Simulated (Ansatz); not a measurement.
Structures of equal composition on the (111) surface of fcc Ni, ferromagnetic: p(2x2), one Ni adatom; one added row of Ni in 4. The slabs share one bottom face, and each structure is named by its start. These are constructed structures in small cells; real faces may alloy, dewet or reconstruct in larger ones, and not all known structures of the face are among them. Slabs of about 10 Å with all that they carry, Fermi-Dirac smearing of 0.1 eV. Bottom of the slabs: a bare face, its two planes held. Relaxed from the named starts with such symmetry as they have, on meshes of like density; energies extrapolated to zero smearing; no spin-orbit coupling, no U. Spin-polarised runs, if any, are marked in brackets, and their order is one that fits the cell; the others ran without spin. Where a second, spin-polarised start was run, the lower counts. The cells differ, so small differences also carry the error of unlike k-meshes.

These are PBE (plane waves to 420 eV, PAW; Ansatz, a first-principles code) values and carry that method's errors.

**Question.** Order them by energy per 1x1 cell (lowest first) at the level PBE.

**Answer.** one added row of Ni in 4 (0.00 eV [spin, 16.5 μB a cell]), p(2x2), one Ni adatom (0.11 eV [spin, 16.5 μB a cell])
